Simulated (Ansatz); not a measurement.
The reference is Al$_{2}$O$_{3}$ in the corundum structure (space group R-3c, No. 167).

```
Al2O3
1.0
    2.38686     1.37805     4.33834
   -2.38686     1.37805     4.33834
    0.00000    -2.75611     4.33834
Al O
4 6
Direct
  0.35206   0.35206   0.35206
  0.14794   0.14794   0.14794
  0.64794   0.64794   0.64794
  0.85206   0.85206   0.85206
  0.55587   0.94413   0.25000
  0.25000   0.55587   0.94413
  0.94413   0.25000   0.55587
  0.44413   0.05587   0.75000
  0.75000   0.44413   0.05587
  0.05587   0.75000   0.44413
```

The values are results of Kohn–Sham DFT with the PBEsol functional, run in Ansatz (a quantum-chemistry and plane-wave program) with PAW and 420 eV plane waves, without spin-orbit coupling, not measurements.

Before the change:

The c/a ratio comes out as 2.726 and the valence-band top at Γ is 0.00, -0.04, -0.04 eV.

Perturbation: a hydrostatic pressure of 22.5 GPa.

### Question
What happens to the mean gap deformation potential ΔEg/Δln V?

### Answer
The mean gap deformation potential ΔEg/Δln V amounts to -12.2 eV.

### Question
What does the calculation give for the c/a ratio after the change?

### Answer
The c/a ratio decreases by 0.008 (2.726 → 2.718).

### Question
What happens to the valence-band top at Γ?

### Answer
The valence-band top at Γ (three highest levels, from the VBM) changes from 0.00, -0.04, -0.04 eV to 0.00, -0.10, -0.10 eV.

Load acts through the strain it causes; cell and atoms are relaxed under it. Whether these cells are dynamically stable was not tested. Competing high-pressure phases were not computed.
